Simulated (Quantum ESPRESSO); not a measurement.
Worked example: self-consistent single point of Ca3Mg (I4/mmm, 4 atoms in the cell) in Quantum ESPRESSO.

Method: LDA (PZ), GBRV 1.5 ultrasoft (LDA) pseudopotentials (plane waves; Quantum ESPRESSO).

```yaml
crystal:
  lattice:
    - [-2.69950, 2.69950, 5.41182]
    - [2.69950, -2.69950, 5.41182]
    - [2.69950, 2.69950, -5.41182]
  atoms:
    - { symbol: Ca, position: [0.50000, 0.50000, 0.00000] }
    - { symbol: Ca, position: [0.25000, 0.75000, 0.50000] }
    - { symbol: Ca, position: [0.75000, 0.25000, 0.50000] }
    - { symbol: Mg, position: [0.00000, 0.00000, 0.00000] }
```

Reference input (self-consistent single point, DFT, LDA (PZ), plane waves, GBRV 1.5 ultrasoft (LDA) pseudopotentials): ecutwfc = 40 Ry; ecutrho = 200 Ry; occupations = smearing; smearing = fermi-dirac; degauss = 0.0036749 Ry; potentials = {Ca: ca_lda_v1.uspp.F.UPF, Mg: mg_lda_v1.4.uspp.F.UPF}; K_POINTS = automatic 7 7 7 0 0 0; conv_thr = 1e-08 Ry. This run's input differs from it in these lines:

```diff
@@ -30,3 +30,3 @@
 K_POINTS {automatic}
-7 7 7  0 0 0
+6 6 6  0 0 0
 CELL_PARAMETERS {bohr}
```

Output (repeated stretches shortened):

```
     Self-consistent Calculation

     iteration #  1     ecut=    40.00 Ry     beta= 0.70

     Threshold (ethr) on eigenvalues was too large:
     Diagonalizing with lowered threshold

     total energy              =    -349.76564959 Ry
     estimated scf accuracy    <       0.02588748 Ry

     iteration #  2     ecut=    40.00 Ry     beta= 0.70

     total energy              =    -349.77014369 Ry
     estimated scf accuracy    <       0.00135091 Ry

     iteration #  3     ecut=    40.00 Ry     beta= 0.70
     c_bands:  1 eigenvalues not converged

     total energy              =    -349.77031290 Ry
     estimated scf accuracy    <       0.00014327 Ry

   [... 3 blocks of this kind left out ...]

     iteration #  7     ecut=    40.00 Ry     beta= 0.70

     total energy              =    -349.77035784 Ry
     estimated scf accuracy    <       0.00000003 Ry

     iteration #  8     ecut=    40.00 Ry     beta= 0.70
     End of self-consistent calculation

     the Fermi energy is     4.4179 ev

!    total energy              =    -349.77035785 Ry
     estimated scf accuracy    <          7.5E-09 Ry
     smearing contrib. (-TS)   =      -0.00267570 Ry
     internal energy E=F+TS    =    -349.76768215 Ry

     convergence has been achieved in   8 iterations

     Forces acting on atoms (cartesian axes, Ry/au):

     atom    1 type  1   force =    -0.00000000   -0.00000000    0.00000000
   [... zero for the other atoms too ...]

     Total force =     0.000000     Total SCF correction =     0.000000

          total   stress  (Ry/bohr**3)                   (kbar)     P=      -28.62
  -0.00019201   0.00000000   0.00000000          -28.25        0.00        0.00
   0.00000000  -0.00019201   0.00000000            0.00      -28.25        0.00
   0.00000000   0.00000000  -0.00019971            0.00        0.00      -29.38

   JOB DONE.
```

The run converged in 8 iterations. Against the reference run the free energy drops by 2.0 meV/atom and the pressure hardly changes (-2.84 to -2.86 GPa). The full log also holds: “c_bands:  1 eigenvalues not converged”.

The starting cell comes from a database of computed structures (which also holds hypothetical and non-ambient phases and stackings), without a prior relaxation at this level. Its lattice was rescaled by a random factor within 2.5 % of one.

Cost on one core of a shared machine: roughly 70 s.
